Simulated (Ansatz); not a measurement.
Consider the following.

```
Ge3N4
1.0
    8.05658     0.00000     0.00000
   -4.02829     6.97720     0.00000
    0.00000     0.00000     3.08464
Ge N
6 8
Direct
  0.83057   0.23716   0.75000
  0.16943   0.76284   0.25000
  0.59340   0.83057   0.25000
  0.40660   0.16943   0.75000
  0.76284   0.59340   0.75000
  0.23716   0.40660   0.25000
  0.66667   0.33333   0.75000
  0.33333   0.66667   0.25000
  0.66963   0.97421   0.75000
  0.33037   0.02579   0.25000
  0.69542   0.66963   0.25000
  0.30458   0.33037   0.75000
  0.02579   0.69542   0.75000
  0.97421   0.30458   0.25000
```

These are PBEsol, rigid bands (plane waves, PAW, scalar-relativistic; Ansatz, a program for electronic structure) values and carry that method's errors. Cell: cell and atoms relaxed with PBEsol.

Problem. Predict the electron conductivity mass (n e² τ/σ) at 300 K, by direction if it differs.

Solution. 0.28 (x), 0.28 (y), 0.23 (z) mₑ.

Problem. And the band gap?

Solution. 2.09 eV at this level; semilocal functionals usually fall short of the measured gap.

Rigid bands, one relaxation time for all states, no polarons. Spin-orbit coupling is left out; where it splits the top of the valence band it changes the hole mass and lowers the gap by about a third of the splitting.

Computed structure with no diffraction record at hand here (it may be known, metastable or hypothetical): Ge3N4 (P6_3/m).
